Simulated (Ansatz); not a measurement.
Structures of equal composition on the (000-1) surface of 4H silicon carbide (C plane on top): (√3x√3)R30° Ga adatom at H3; (√3x√3)R30° Ga adatom at T4. The slabs share one bottom face, and each structure is named by its start. These are constructed structures in small cells; real faces may alloy, dewet or reconstruct in larger ones, and not all known structures of the face are among them. Slabs of about 11 Å with all that they carry, Fermi-Dirac smearing of 0.025 eV. Bottom of the slabs: H caps. Relaxed from the named starts with such symmetry as they have, on meshes of like density; energies extrapolated to zero smearing; no spin-orbit coupling, no U. Spin-polarised runs, if any, are marked in brackets, and their order is one that fits the cell; the others ran without spin. Where a second, spin-polarised start was run, the lower counts.

Host crystal: 4H silicon carbide, with a band gap (PBE, scalar-relativistic without spin-orbit coupling).

The numbers are results of PBE (plane waves to 420 eV, PAW; Ansatz, a quantum-chemistry and plane-wave program), not measurements.

Task: Rank these by energy per 1x1 cell (lowest first), as PBE gives it.

Result: (√3x√3)R30° Ga adatom at H3 (0.000 eV, gap 1.08 eV on the mesh), (√3x√3)R30° Ga adatom at T4 (0.167 eV, gap 0.73 eV on the mesh)
